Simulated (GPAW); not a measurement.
Worked example: self-consistent single point of IrW (P-6m2, 2 atoms in the cell) in GPAW.

Level of theory: PBEsol, GPAW PAW datasets PBEsol (made by gpaw-setup) (plane waves; GPAW).

```yaml
crystal:
  lattice:
    - [2.80608, 0.00000, 0.00000]
    - [-1.40304, 2.43014, 0.00000]
    - [0.00000, 0.00000, 4.48395]
  atoms:
    - { symbol: Ir, position: [0.00000, 0.00000, 0.50000] }
    - { symbol: W, position: [0.66667, 0.33333, 0.00000] }
```

Reference input (self-consistent single point, DFT LDA (Perdew-Wang 92), plane waves, GPAW PAW datasets LDA (gpaw-data 1.0.1)): mode = pw; ecut = 550 eV; xc = LDA; kpts = 11 11 6; mesh shift (steps) = 0 0 0; occupations.name = methfessel-paxton; occupations.width = 0.136 eV; occupations.order = 0; nbands = -10; convergence.density = 1e-05 e/electron; symmetry.symmorphic = false; symmetry.tolerance = 0.0005. This run's input differs from it in these lines:

```diff
@@ -13,3 +13,3 @@
 calc = GPAW(mode=PW(550),
-            xc='LDA',
+            xc='PBEsol',
             kpts={'size': (11, 11, 6), 'gamma': True},
```

Its files differ too (potentials: GPAW PAW datasets PBEsol (made by gpaw-setup)).

Output, abridged:

```
     iter     time        total  log10-change:
                         energy   eigst   dens
iter:   1 --:--:--   -23.447926
iter:   2 --:--:--   -23.387754   -1.55  -1.38
iter:   3 --:--:--   -23.156758   -2.09  -1.40
iter:   4 --:--:--   -23.070428   -2.64  -1.63
iter:   5 --:--:--   -23.104301   -2.33  -1.84
iter:   6 --:--:--   -23.094471   -2.70  -2.13
iter:   7 --:--:--   -23.080723   -3.52  -2.27
iter:   8 --:--:--   -23.080753c  -4.38  -2.70
iter:   9 --:--:--   -23.078892c  -4.19  -2.71
iter:  10 --:--:--   -23.078897c  -5.68  -3.39
iter:  11 --:--:--   -23.078898c  -6.68  -3.64
iter:  12 --:--:--   -23.078863c  -6.03  -3.64
   [... 2 lines left out ...]
iter:  15 --:--:--   -23.078868c  -5.79  -3.69
iter:  16 --:--:--   -23.078866c  -6.96  -3.93
iter:  17 --:--:--   -23.078869c  -7.08  -4.14
iter:  18 --:--:--   -23.078870c  -7.35  -4.52
iter:  19 --:--:--   -23.078870c  -7.91c -4.76
iter:  20 --:--:--   -23.078870c  -8.89c -4.92
iter:  21 --:--:--   -23.078870c  -9.69c -4.95
iter:  22 --:--:--   -23.078870c  -8.79c -4.96
iter:  23 --:--:--   -23.078870c -10.47c -5.06c
Converged after 23 iterations.

Dipole moment: (3.683860, -2.126878, -0.000000) |e|*Ang

Energy contributions relative to reference atoms: (reference = -922990.652995)

Kinetic:         -1.484057
Potential:       -1.448699
External:        +0.000000
XC:             -19.912593
Entropy (-ST):   -0.014374
Local:           -0.226334
SIC:             +0.000000
--------------------------
Free energy:    -23.086057
Extrapolated:   -23.078870

Showing only first 2 kpts
 Kpt  Band  Eigenvalues  Occupancy
  0    12     12.58589    2.00000
  0    13     12.58590    2.00000
  0    14     13.61333    1.99869
  0    15     13.61334    1.99869

  1    12     12.41533    2.00000
  1    13     12.41533    2.00000
  1    14     13.42437    2.00000
  1    15     13.92478    0.98059

Fermi level: 13.92244

No gap
No difference between direct/indirect transitions
Energy (eV): -23.07887

Forces in eV/Ang:
  0 Ir    0.00000    0.00000    0.00000
  1 W     0.00000    0.00000    0.00000

Stress tensor:
     0.075575    -0.000000     0.000000
     0.000000     0.075575     0.000000
     0.000000     0.000000     0.076291
Stress (GPa, Voigt): [12.1085 12.1085 12.2232  0.      0.     -0.    ]
```

The run converged in 23 iterations. GPAW prints stress with tension positive. Against the reference run the pressure goes from -18.37 to -12.15 GPa.

The starting cell comes from a database of computed structures (which also holds hypothetical and non-ambient phases and stackings), without a prior relaxation at this level. Spin polarisation is off. With a pressure of about -12 GPa the cell is away from its equilibrium volume at this level.
